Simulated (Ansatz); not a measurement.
Here is the system:

```
GeSe
1.0
    4.05295     0.00000     0.00000
    0.00000     4.36485     0.00000
    0.00000     0.00000    18.83059
Ge Se
2 2
Direct
  0.75000   0.88742   0.56483
  0.25000   0.38742   0.43517
  0.25000   0.48718   0.56770
  0.75000   0.98718   0.43230
```

Method: PBE, rigid bands (plane waves, PAW, scalar-relativistic; Ansatz, a first-principles code). Condition of this run: biaxial strain +2 %. Geometry: cell and atoms relaxed with PBE, then loaded as said.

Question: What conductivity effective mass do dilute electrons have at 300 K?

Answer: 0.31 (x), 0.187 (y) mₑ.

Question: And the band gap?

Answer: 1.28 eV at this level; semilocal functionals usually fall short of the measured gap.

Rigid bands, one relaxation time for all states, no polarons. Spin-orbit coupling is left out; where it splits the top of the valence band it changes the hole mass and lowers the gap by about a third of the splitting.
